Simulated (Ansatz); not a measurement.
## InAs: tensor shear ε_xy = +0.57 %

Consider InAs in the zinc blende structure (space group F-43m, No. 216; a = 6.0873 Å). Axes: x, y, z lie along the cube axes.

Modification: tensor shear ε_xy = +0.57 % (engineering shear γ = 0.0114), atoms relaxed at fixed cell.

Computed with PBEsol in Ansatz (plane waves to 420 eV, PAW, no spin-orbit coupling). Γ-centred 9×9×9 mesh, Fermi–Dirac width 0.05 eV.

```csv
quantity,base,changed,shift
volume per atom,28.20 Å³,28.19 Å³,-0.001 Å³
energy relative to the base (free energy F),0 meV/atom,+0.4 meV/atom,+0.4 meV/atom
band gap,zero,zero,–
"valley order (the lowest conduction-band minima on the path, energy above the VBM, named in the base's zone)",–,Γ 0.04 eV; L along [1-11] 0.79 eV; L along [11-1] 0.88 eV; X along [001] 1.47 eV,–
"stress (xx, yy, zz, yz, xz, xy; compression positive) (rough)",–,"(0.0, 0.0, 0.0, 0.0, 0.0, -0.4) GPa",–
```

Cost of the whole job for the changed cell (relaxation, final SCF and bands): around 40 core-seconds (rough).

Without a gap, meshes like the base's 9×9×9 leave anisotropic stresses uncertain by several tenths of a GPa, and small strain energies with them. The cells carry an imposed strain or load. Whether these cells are dynamically stable was not tested. The final runs are not spin-polarised. Gaps under 0.05 eV, about the width of the smearing, are given as zero. A zero or small gap of InAs can be the functional's error rather than a property of the material.

Ansatz is a program for electronic structure.
